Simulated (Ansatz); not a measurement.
## Response to strain in KTaO3

Consider KTaO3 in the cubic perovskite structure (space group Pm-3m, No. 221).

```xyz
5
Lattice="4.0232 0.0000 0.0000 0.0000 4.0232 0.0000 0.0000 0.0000 4.0232" Properties=species:S:1:pos:R:3 pbc="T T T"
K      0.0000     0.0000     0.0000
Ta     2.0116     2.0116     2.0116
O      0.0000     2.0116     2.0116
O      2.0116     2.0116     0.0000
O      2.0116     0.0000     2.0116
```

Strains are applied to the cell and any free atomic positions relax.

Method: Kohn–Sham DFT with the PBE functional, run in Ansatz (a quantum-chemistry and plane-wave program) with PAW and 420 eV plane waves, no spin-orbit coupling, earlier PAW set.

```json
[
 {"isotropic strain (%)": "-1.22", "band gap (eV)": "2.26"},
 {"isotropic strain (%)": "0", "band gap (eV)": "2.17"},
 {"isotropic strain (%)": "1.29", "band gap (eV)": "?"},
 {"isotropic strain (%)": "5.4", "band gap (eV)": "1.79"}
]
```

### Question
Fit E_g = E₀ + Dε (ε in %) to the rows shown and predict the withheld row.

### Answer
Least squares on the printed values gives E₀ = 2.17 eV, D = -70.8 meV per % of strain (largest residual 0.00 eV); this predicts 2.08 eV, and the run gives 2.08 eV, in agreement.

With Ta present, leaving out spin-orbit coupling can change the band edges. Stability against distortions was not tested.
